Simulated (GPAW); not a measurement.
Band structure of KMgH₃ (Pm-3m, 5 atoms in the cell).

```
CELL_PARAMETERS angstrom
      3.98810     0.00000     0.00000
      0.00000     3.98810     0.00000
      0.00000     0.00000     3.98810
ATOMIC_POSITIONS crystal
  K  0.00000 0.00000 0.00000
  Mg 0.50000 0.50000 0.50000
  H  0.50000 0.00000 0.50000
  H  0.00000 0.50000 0.50000
  H  0.50000 0.50000 0.00000
```

Method of the run: LDA (Perdew-Wang 92), GPAW PAW datasets LDA (gpaw-data 1.0.1) (plane waves; GPAW).

Settings: mode = pw; ecut = 850 eV; xc = LDA; kpts = 4 4 4; mesh shift (steps) = 0 0 0; occupations.name = fermi-dirac; occupations.width = 0 eV; nbands = -4; convergence.density = 1e-05 e/electron; convergence.energy = 1e-05 eV/electron; convergence.bands = -2; symmetry.symmorphic = false; symmetry.tolerance = 0.0005; maxiter = 120.

The starting cell comes from a database of computed structures (which also holds hypothetical and non-ambient phases and stackings), without a prior relaxation at this level.

**Question.** Predict the gap along the standard path and the places of the band edges.

**Answer.** The gap along the path is 2.15 eV, from X to R; the smallest direct gap on it is 4.36 eV.

Levels in eV from the top of the valence band on the SCF mesh, bands 8 to 15:
| point | 8 | 9 | 10 | 11 | 12 | 13 | 14 | 15 |
|---|---|---|---|---|---|---|---|---|
| Γ | -12.41 | -5.72 | -0.51 | -0.51 | 5.58 | 5.58 | 5.58 | 7.88 |
| X | -12.38 | -3.97 | -2.93 | 0.00 | 5.10 | 5.10 | 5.53 | 7.48 |
| M | -12.36 | -3.07 | -2.02 | -2.02 | 3.28 | 6.18 | 6.61 | 6.61 |
| R | -12.56 | -2.21 | -2.21 | -2.21 | 2.15 | 5.43 | 5.43 | 5.43 |
